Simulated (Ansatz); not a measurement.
We consider NbP (model structure, started from the NbAs type, I4₁md, No. 109, 4 atoms in the cell), described by PBEsol in Ansatz (plane waves, PAW).

Run with plane-wave cutoff 520 eV, 24×24×24 k mesh, Fermi–Dirac smearing 0.05 eV, no spin polarisation, scalar-relativistic PAW data made under PBE.

Cell (relaxed at this level):

```cif
data_Nb4P4
_chemical_formula_sum 'Nb4 P4'
_space_group_name_H-M_alt 'I41md'
_space_group_IT_number 109
_space_group_name_Hall 'I 4bw -2'
_cell_length_a 3.32059
_cell_length_b 3.32059
_cell_length_c 11.28637
_cell_angle_alpha 90.000
_cell_angle_beta 90.000
_cell_angle_gamma 90.000
loop_
_atom_site_label
_atom_site_type_symbol
_atom_site_symmetry_multiplicity
_atom_site_Wyckoff_symbol
_atom_site_fract_x
_atom_site_fract_y
_atom_site_fract_z
_atom_site_occupancy
Nb1 Nb 4 a 0.00000 0.00000 0.49912 1
P1 P 4 a 0.00000 0.00000 0.91688 1
```
(The calculation used a cell of 4 atoms; values per cell refer to that cell.)

Question: Give the computed bulk modulus.

Answer: 
- bulk modulus = 201 GPa

The run finds no gap.

Note: the bulk modulus is −V dP/dV from two relaxed cells at ±2 % in volume; the relaxation could raise the start's symmetry but not lower it, so the cell can be a saddle point.

The computed numbers hold no vibrational or temperature effects.

The result took about 15 core-minutes (a rough figure).

A model structure was made by putting elements into a prototype or built by hand; it is no filed structure, need not be a known phase, and can be a saddle point held by its symmetry.

Ansatz is a program for electronic structure.
